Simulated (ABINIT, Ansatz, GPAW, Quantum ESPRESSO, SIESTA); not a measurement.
## One structure in several programs: Mg₂ZnP₂ (P3m1, 5 atoms in the cell)

Self-consistent single point.

```yaml
crystal:
  lattice:
    - [4.10720, 0.00000, 0.00000]
    - [-2.05360, 3.55694, 0.00000]
    - [0.00000, 0.00000, 6.69570]
  atoms:
    - { symbol: Mg, position: [0.66667, 0.33333, 0.63415] }
    - { symbol: Mg, position: [0.33333, 0.66667, 0.99427] }
    - { symbol: Zn, position: [0.00000, 0.00000, 0.36142] }
    - { symbol: P, position: [0.00000, 0.00000, 0.76671] }
    - { symbol: P, position: [0.66667, 0.33333, 0.24345] }
```

Shared settings, as Ansatz (a quantum-chemistry and plane-wave program) writes them: kpoints.mp_grid.grid = 6 6 4; scf.occupations.method = fixed. Potentials and cutoffs stand in the table.

```tsv
code	model	pressure (GPa)	largest force (eV/Å)	gap on the mesh (eV)	cutoff
ABINIT	LDA (PW92), PAW (JTH v2.0 LDA PAW)	-6.95	0.246	0.880	30 Ha
GPAW	LDA (Perdew-Wang 92), GPAW PAW datasets LDA (gpaw-data 1.0.1)	-6.97	0.260	0.885	800 eV
Quantum ESPRESSO	LDA (PZ), GBRV 1.5 ultrasoft (LDA) pseudopotentials	-7.09	0.235	0.881	50 Ry
Ansatz	LDA (PW92), PAW files made with PBE	-6.97	0.245	0.878	default
SIESTA	LDA PW92, numerical atomic orbitals DZP, PseudoDojo LDA standard norm-conserving potentials (rewritten from UPF to PSML)	-7.15	0.132	0.961	grid 400 Ry
```

Size of the force on each atom (eV/Å): Sizes of forces hide their directions.

```tsv
code	Mg1	Mg2	Zn3	P4	P5
ABINIT	0.032	0.060	0.036	0.117	0.246
GPAW	0.036	0.059	0.032	0.127	0.260
Quantum ESPRESSO	0.030	0.064	0.031	0.111	0.235
Ansatz	0.030	0.063	0.033	0.119	0.245
SIESTA	0.132	0.111	0.031	0.008	0.044
```

Gaps are read on the mesh.

The spread over the programs that give each value: pressure within 0.20 GPa; largest force within 0.128 eV/Å; gap on the mesh within 0.083 eV.

SIESTA uses small atom-centred bases, whose incompleteness enters pressures, forces and empty levels differently from a plane-wave cutoff. Ansatz's pressure is given at a fixed set of plane waves, as the other plane-wave codes print theirs. The same LDA comes in different parametrisations, which differ slightly. In the force vectors, SIESTA (by 0.202) lies more than 0.08 eV/Å from the median of the plane-wave programs.

The starting cell comes from a database of computed structures (which also holds hypothetical and non-ambient phases and stackings), without a prior relaxation at this level. Its lattice was rescaled by a random factor within 2.5 % of one.

Left out of this page: CP2K (unsound by tests on forces, stress, charge or solver warnings).

Keys are those of Ansatz 0.2.
